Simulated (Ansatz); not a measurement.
System: Ca2C (model structure, started from the fluorite type, Fm-3m, No. 225, 3 atoms in the cell). Method: PBE in Ansatz (PAW).

Run with plane-wave cutoff 520 eV, 16×16×16 k mesh, Fermi–Dirac smearing 0.05 eV, scalar-relativistic PAW data made under PBE.

The cell is the one relaxed with PBEsol. Conventional cell: a = 6.2045 Å, b = 6.2045 Å, c = 6.2045 Å, α = 90.00°, β = 90.00°, γ = 90.00°.

```yaml
crystal:
  lattice:
    - [0.00000, 3.10226, 3.10226]
    - [3.10226, 0.00000, 3.10226]
    - [3.10226, 3.10226, 0.00000]
  atoms:
    - { symbol: C, position: [0.00000, 0.00000, 0.00000] }
    - { symbol: Ca, position: [0.25000, 0.25000, 0.25000] }
    - { symbol: Ca, position: [0.75000, 0.75000, 0.75000] }
```

Question: List the 11 lowest band energies at Γ above −25 eV (eV, relative to the valence band maximum), grouping those that round alike.

Answer: At Γ: -21.44 (×3), -20.97 (×3), -8.42, -1.13 (×3), 0.89.

Note: the relaxation could raise the start's symmetry but not lower it, so the cell can be a saddle point; cell and atoms aren't relaxed at this level (pressure 2.2 GPa).

A model structure was made by putting elements into a prototype or built by hand; it is no filed structure, need not be a known phase, and can be a saddle point held by its symmetry.

Ansatz is a program for electronic structure.
